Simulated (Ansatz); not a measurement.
The structure below was relaxed with Ansatz (a quantum-chemistry and plane-wave program), PBE, PAW, cutoff 420 eV, no SOC, at pressure 60 GPa.

```xyz
2
Lattice="0.0000 2.4183 2.4183 2.4183 0.0000 2.4183 2.4183 2.4183 0.0000" Properties=species:S:1:pos:R:3 pbc="T T T"
Cl     0.0000     0.0000     0.0000
Ag     2.4183     2.4183     2.4183
```

Question: Find the space group and the Wyckoff positions.

Answer: Space group Fm-3m (No. 225); a = b = c = 4.837 Å, α = β = γ = 90.00°

```json
[
 {"atom": "Cl", "site": "4a", "symmetry": "m-3m", "x": "0.0000", "y": "0.0000", "z": "0.0000"},
 {"atom": "Ag", "site": "4b", "symmetry": "m-3m", "x": "0.5000", "y": "0.5000", "z": "0.5000"}
]
```

Question: Describe the coordination.

Answer: The crystal has 8 atoms in its conventional cell. Lattice parameters: a = b = c = 4.8366 Å, α = β = γ = 90.00°. Cl has 6 Ag at 2.418 Å (octahedral). Ag is coordinated by 6 Cl at 2.418 Å (octahedral). (Neighbours: up to the widest gap in distance over summed covalent radii, below 1.35, at either atom; cation-cation and far metal-metal contacts left out.)

Load acts through the strain it causes; cell and atoms are relaxed under it. Stability against distortions was not tested. Competing high-pressure phases were not computed. The cell was made from AgCl in the rock salt structure (space group Fm-3m, No. 225) by this change: pressure 60 GPa.
